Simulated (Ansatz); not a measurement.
Base system: Y in the hcp (Mg type) structure (space group P6_3/mmc, No. 194; a = 3.594 Å, c = 5.610 Å; relaxed with 0.1 eV smearing). Axes: x lies along a and z along c of the hexagonal cell.

All numbers come from plane-wave PAW DFT at the PBEsol level (Ansatz, a first-principles code, 420 eV), no SOC.

One thing is altered: biaxial strain −0.50 %, plane normal [001], relaxed out of plane (Cartesian); in-plane vectors clamped, the third vector and the atoms free.

Task: How does this affect the out-of-plane strain?

Result: The out-of-plane strain comes out as +0.28 %.

Task: What does the calculation give for the in-plane stress after the change?

Result: The mean in-plane stress (compression positive) comes out as +0.4 GPa.

Stability against distortions was not tested. The final runs are not spin-polarised.
